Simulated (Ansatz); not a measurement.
Worked example: self-consistent single point of RuS2 (Pa-3, 12 atoms in the cell) in Ansatz (a first-principles code).

Method of the run: RPBE-D3BJ, default PAW files made with PBE (plane waves; Ansatz).

```
CELL_PARAMETERS angstrom
      5.57824     0.00000     0.00000
      0.00000     5.57824     0.00000
      0.00000     0.00000     5.57824
ATOMIC_POSITIONS crystal
  Ru 0.00000 0.50000 0.50000
  Ru 0.50000 0.50000 0.00000
  Ru 0.50000 0.00000 0.50000
  Ru 0.00000 0.00000 0.00000
  S  0.38820 0.11180 0.88820
  S  0.61180 0.88820 0.11180
  S  0.11180 0.88820 0.38820
  S  0.88820 0.11180 0.61180
  S  0.88820 0.38820 0.11180
  S  0.11180 0.61180 0.88820
  S  0.61180 0.61180 0.61180
  S  0.38820 0.38820 0.38820
```

Reference input (self-consistent single point, DFT, RPBE, plane waves, default PAW files made with PBE): basis.ecutwfc = 420 eV; kpoints.mp_grid.grid = 4 4 4; kpoints.mp_grid.shift = 0.5 0.5 0.5; hamiltonian.xc = rpbe; hamiltonian.pseudopotentials = {kind: paw} (the program's default PAW files); scf.occupations.method = fixed. This run's input differs from it in these lines:

```diff
@@ -26,2 +26,3 @@
   xc: rpbe
+  dispersion: d3bj
   pseudopotentials:
```

Output, abridged:

```
SCF iter   1: F=—  HF=-30816.518099 eV  |F-HF|=—  |Δ(HF+E_count)|=         —  Δρ=4.26e-3  dr2=3.85e-2  ethr=1.77e-3  ⟨swp⟩=4.8  Hψ=897  notcnv=0  defer=33
all-band conjugate gradients solve this SCF's bands
preconditioner: auto → Resta (q_TF=auto, 2.536 Å⁻¹)
SCF iter   2: F=—  HF=-30816.509971 eV  |F-HF|=—  |Δ(HF+E_count)|=   8.13e-3  Δρ=1.99e-3  dr2=5.27e-3  ethr=3.44e-5  ⟨swp⟩=2.0  Hψ=466  notcnv=0  defer=39
   [... lines left out ...]
SCF iter   4: F=—  HF=-30816.511837 eV  |F-HF|=—  |Δ(HF+E_count)|=   1.14e-3  Δρ=1.59e-4  dr2=3.56e-5  ethr=8.24e-7  ⟨swp⟩=2.0  Hψ=407  notcnv=0  defer=36
SCF iter   5: F=—  HF=-30816.510860 eV  |F-HF|=—  |Δ(HF+E_count)|=   9.77e-4  Δρ=4.10e-5  dr2=3.19e-6  ethr=3.18e-8  ⟨swp⟩=2.0  Hψ=452  notcnv=0  defer=20
SCF iter   6: F=—  HF=-30816.510862 eV  |F-HF|=—  |Δ(HF+E_count)|=   2.08e-6  Δρ=1.18e-5  dr2=2.30e-7  ethr=2.85e-9  ⟨swp⟩=2.0  Hψ=412  notcnv=0  defer=20
SCF iter   7: F=-30816.510862 eV  HF=-30816.510862 eV  |F-HF|=2.56e-9  |Δ(HF+E_count)|=   1.50e-7  Δρ=1.52e-6  dr2=2.51e-9  ethr=8.93e-11  ⟨swp⟩=9.2  Hψ=1282  notcnv=0
SCF 1 converged in 7 iterations: F = -30816.510862 eV  dr2 = 2.51e-9
Free energy (F): -30816.510862 eV
Internal energy: -30816.510862 eV  (E = F + TS)
E sigma→0 (E₀):  -30816.510862 eV
Fermi energy:    13.750102 eV
--- Forces (eV/Å), atoms counted from 1 ---
  atom   1  Ru     0.00000000    -0.00000000     0.00000000
  atom   2  Ru     0.00000000    -0.00000000    -0.00000000
  atom   3  Ru     0.00000000    -0.00000000    -0.00000000
  atom   4  Ru     0.00000000    -0.00000000    -0.00000000
  atom   5  S     -0.15483005     0.15483005    -0.15483005
  atom   6  S      0.15483005    -0.15483005     0.15483005
  atom   7  S      0.15483005    -0.15483005    -0.15483005
  atom   8  S     -0.15483005     0.15483005     0.15483005
  atom   9  S     -0.15483005    -0.15483005     0.15483005
   [... lines left out ...]
  atom  12  S     -0.15483005    -0.15483005    -0.15483005
--- Stress (GPa, compression-positive) ---
      -14.983397      -0.000000       0.000000
       -0.000000     -14.983397       0.000000
        0.000000       0.000000     -14.983397
  P = ⅓ Tr σ = -14.9834 GPa (-149.834 kbar)
  The stress holds the Pulay correction. Without it, at fixed plane waves, as pw.x and ABINIT print it: P = -15.0311 GPa
```

The run converged in 7 iterations. Against the reference run the pressure goes from 10.32 to -14.98 GPa, the largest force goes from 0.213 to 0.268 eV/Å and the gap on the mesh stays at 1.312 eV.

The starting cell comes from a database of computed structures (which also holds hypothetical and non-ambient phases and stackings), without a prior relaxation at this level. Its lattice was rescaled by a random factor within 2.5 % of one. With a pressure of about -15 GPa the cell is away from its equilibrium volume at this level. Ansatz's pressure includes its estimate of the finite-basis (Pulay) stress. The shifted mesh does not hold Γ, so a gap read on it misses any band edge there.

Keys are those of Ansatz 0.2.
